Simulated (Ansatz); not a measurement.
## Mo₃Si in the A15 (Cr3Si type) structure (space group Pm-3n, No. 223)

```cif
data_Mo6Si2
_chemical_formula_sum 'Si2 Mo6'
_space_group_name_H-M_alt 'Pm-3n'
_space_group_IT_number 223
_space_group_name_Hall '-P 4n 2 3'
_cell_length_a 4.90609
_cell_length_b 4.90609
_cell_length_c 4.90609
_cell_angle_alpha 90.000
_cell_angle_beta 90.000
_cell_angle_gamma 90.000
loop_
_atom_site_label
_atom_site_type_symbol
_atom_site_symmetry_multiplicity
_atom_site_Wyckoff_symbol
_atom_site_fract_x
_atom_site_fract_y
_atom_site_fract_z
_atom_site_occupancy
Si1 Si 2 a 0.00000 0.00000 0.00000 1
Mo1 Mo 6 c 0.00000 0.50000 0.25000 1
```

Computed with Kohn–Sham DFT with the PBE functional, run in Ansatz (a quantum-chemistry and plane-wave program) with PAW and 420 eV plane waves, without spin-orbit coupling, earlier PAW set. k-mesh 10×10×10 (Γ-centred); smearing 0.05 eV (Fermi–Dirac).

```yaml
volume_per_atom: 14.76 Å³
density: 8.88 g/cm³
band_gap: zero
total_energy: -3876.314 eV/atom (σ→0; compares only within this code and set-up)
```

Stability against distortions was not tested. The final runs are not spin-polarised.
